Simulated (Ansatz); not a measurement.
## zinc-blende CdTe: the defect N on the Te site + 1 H

Computed with PBE, PAW (plane waves to 420 eV; Ansatz, an electronic-structure program). Cell and caveats: 64-site cell; 2×2×2 shifted k-points; start: the Te site; H antibonding at the dopant; no spin–orbit coupling; energies good to tenths of an eV.

Neighbours after relaxation, in Å: of the N atom: H 1.04, Cd 2.24, Cd 2.24, Cd 2.24; of the H atom: N 1.04, Cd 2.50, Cd 2.50, Cd 2.50, Te 3.24, Te 3.24, Te 3.24.

The name describes the start; the neighbours show where the atoms ended.

| charge | moment (μB) | largest move off a lattice site (Å) |
|---|---|---|
| 0 | not spin-polarised | 0.97 |

Not the lowest form: the same atoms on another site or from another start ended lower, by 0.24 eV at charge 0.
